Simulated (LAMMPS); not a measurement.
LAMMPS 22 Jul 2025, classical MD, Buckingham with full ionic charges: MgO, 5832 atoms.

| Item | Value |
|---|---|
| task | MD, nve |
| potential | Buckingham with full ionic charges |
| copies of the repeat unit | 9×9×9 |
| shape (slab and sphere leave vacuum in the box) | bulk |
| steps | 2000 |
| timestep | 1 fs |
| thermo | 50 |
| kspace_style | pppm |
| kspace_accuracy | 0.0001 |
| pair cutoff | 10 Å |
| newton | on (default) |
| atom_modify sort (bins of 2 Å where set) | 1000 (default) |
| comm_style | brick (default) |
| kspace_modify | order 5 diff ik (default) |
| box | 37.9 × 37.9 × 37.9 Å |
| start | generated rock salt lattice, warmed in an untimed run |

All runs start from one configuration, warmed at this fixed volume for 1000 steps under a thermostat at 100 K. The run at a skin of 2 Å has a mean temperature of 99.6 K and a mean pressure of -1.7 GPa.

One run each, on a shared machine, so no times are given.

With neigh_modify every 1 delay 0 check yes, skins of 0.1, 0.3, 0.5, 1, 1.5, 2, 3 Å were run. Further schedules:
- skin 0.3 Å, every 1 delay 10 check yes
- skin 1 Å, every 100 delay 0 check no
- skin 2 Å, every 1 delay 10 check yes
- skin 0.3 Å, every 10 delay 0 check yes
- skin 1 Å, every 10 delay 0 check yes
- skin 0.3 Å, every 100 delay 0 check no
- skin 2 Å, every 100 delay 0 check no

A schedule rebuilds too seldom if it shows a dangerous build, rebuilds less often than the check at every step does at that skin, or fails.

Q: Name the settings that rebuild less often than the motion of the atoms asks.

A: With the check at every step the rebuilds are 367 at 0.1 Å, 117 at 0.3 Å, 1 at 0.5 Å, 0 at 1 Å, 0 at 1.5 Å, 0 at 2 Å, 0 at 3 Å. Too seldom: skin 0.3 Å, every 10 delay 0 check yes; skin 0.3 Å, every 100 delay 0 check no.

| setting | rebuilds | dangerous builds | list entries an atom | change of the total energy (meV/atom) |
|---|---|---|---|---|
| skin 0.1 Å, every 1 delay 0 check yes | 367 | — | 230 | under 0.001 |
| skin 0.3 Å, every 1 delay 0 check yes | 117 | — | 234 | under 0.001 |
| skin 0.5 Å, every 1 delay 0 check yes | 1 | — | 245 | under 0.001 |
| skin 1 Å, every 1 delay 0 check yes | 0 | — | 308 | under 0.001 |
| skin 1.5 Å, every 1 delay 0 check yes | 0 | — | 350 | under 0.001 |
| skin 2 Å, every 1 delay 0 check yes | 0 | — | 375 | under 0.001 |
| skin 3 Å, every 1 delay 0 check yes | 0 | — | 498 | under 0.001 |
| skin 0.3 Å, every 1 delay 10 check yes | 117 | 0 | 234 | under 0.001 |
| skin 1 Å, every 100 delay 0 check no | 20 | not counted | 308 | under 0.001 |
| skin 2 Å, every 1 delay 10 check yes | 0 | 0 | 375 | under 0.001 |
| skin 0.3 Å, every 10 delay 0 check yes | 100 | 0 | 234 | under 0.001 |
| skin 1 Å, every 10 delay 0 check yes | 0 | 0 | 308 | under 0.001 |
| skin 0.3 Å, every 100 delay 0 check no | 20 | not counted | 234 | under 0.001 |
| skin 2 Å, every 100 delay 0 check no | 20 | not counted | 375 | under 0.001 |

Where the energy changes as in the checked runs, the late rebuilds cost nothing that shows in this run. List entries are as LAMMPS prints them (Ave neighs/atom).
